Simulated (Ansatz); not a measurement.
Ge3N4 (Fd-3m, No. 227, 14 atoms in the cell; start mp-476) was calculated with PBEsol (PAW; Ansatz, a first-principles code).

Run with plane-wave cutoff 520 eV, 8×8×8 k mesh, Fermi–Dirac smearing 0.01 eV, scalar-relativistic PAW data made under PBE.

Cell (relaxed with PBEsol):

```xyz
14
Lattice="0.0000 4.1158 4.1158 4.1158 0.0000 4.1158 4.1158 4.1158 0.0000" Properties=species:S:1:pos:R:3 pbc="T T T"
Ge     1.0290     1.0290     1.0290
Ge     1.0290     3.0869     3.0869
Ge     3.0869     3.0869     1.0290
Ge     3.0869     1.0290     3.0869
Ge     4.1158     4.1158     4.1158
Ge     6.1737     6.1737     6.1737
N      5.0779     7.2695     5.0779
N      3.0200     3.0200     3.0200
N      7.2695     5.0779     5.0779
N      5.2116     5.2116     3.0200
N      5.0779     5.0779     7.2695
N      3.0200     5.2116     5.2116
N      7.2695     7.2695     7.2695
N      5.2116     3.0200     5.2116
```

Q: Give the computed band gap and smallest direct gap on the k points sampled.

A: 
band gap: 2.12 eV
smallest direct gap on the k points sampled: 2.14 eV

Spin–orbit coupling is not included.

The computed numbers hold no vibrational or temperature effects.

A start named mp-… is a Materials Project structure, which need not be a measured phase.
